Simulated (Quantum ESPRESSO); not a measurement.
A short convergence ladder for CsHO (Cmc2_1, 6 atoms in the cell)

```
CELL_PARAMETERS angstrom
      2.15466    -5.67426     0.00000
      2.15466     5.67426     0.00000
      0.00000     0.00000     4.49076
ATOMIC_POSITIONS crystal
  Cs 0.86163 0.13837 0.73669
  Cs 0.13837 0.86163 0.23669
  H  0.53301 0.46699 0.60760
  H  0.46699 0.53301 0.10760
  O  0.59166 0.40834 0.76542
  O  0.40834 0.59166 0.26542
```

Base method: LDA (PZ), GBRV 1.5 ultrasoft (LDA) pseudopotentials (plane waves; Quantum ESPRESSO 7.5).

Base settings: ecutwfc = 40 Ry; ecutrho = 200 Ry; occupations = fixed; potentials = {Cs: cs_lda_v1.uspp.F.UPF, H: h_lda_v1.4.uspp.F.UPF, O: o_lda_v1.2.uspp.F.UPF}; K_POINTS = automatic 3 3 3 0 0 0; nbnd = 18; conv_thr = 1e-09 Ry; mixing_beta = 0.7.

**Zone-centre phonons against the cutoff**

In this ladder: ph.x.tr2_ph = 1e-14; ph.x.fildyn = dyn.G; ph.x.epsil = true; dynmat.x.fildyn = dyn.G; dynmat.x.asr = simple. Moved along: ecutrho.

The mesh stays at the base's, so the ladder's end is converged at best in this setting alone.

Frequencies are those of the unrelaxed cell, without the LO-TO term of polar crystals.

Only quantities that move along the ladder and can be compared are tabulated.

```tsv
ecutwfc	highest zone-centre frequency (cm⁻¹)	lowest optical frequency (cm⁻¹)	largest Born charge (mean of the diagonal) (e)	mean ε∞
20 Ry	3747.7	-15.4	1.441	3.058
28 Ry	3844.3	40.3	1.634	3.040
34 Ry	3862.7	50.3	1.687	3.039
40 Ry	3865.3	50.3	1.706	3.039
```

Coarsest ecutwfc that holds the largest Born charge (mean of the diagonal) within 0.05 e of the last step, with all finer ones: 34 Ry; the step before is off by 0.071 e.

Coarsest ecutwfc that holds the lowest optical frequency within 1 cm⁻¹ of the last step, with all finer ones: 34 Ry; the step before is off by 10.0 cm⁻¹.

Coarsest ecutwfc that holds the highest zone-centre frequency within 10 cm⁻¹ of the last step, with all finer ones: 34 Ry; the step before is off by 21 cm⁻¹.

On the base run: the starting cell comes from a database of computed structures (which also holds hypothetical and non-ambient phases and stackings), without a prior relaxation at this level. Its lattice was rescaled by up to half a per cent. In the base run, forces exceed 1 eV/Å.
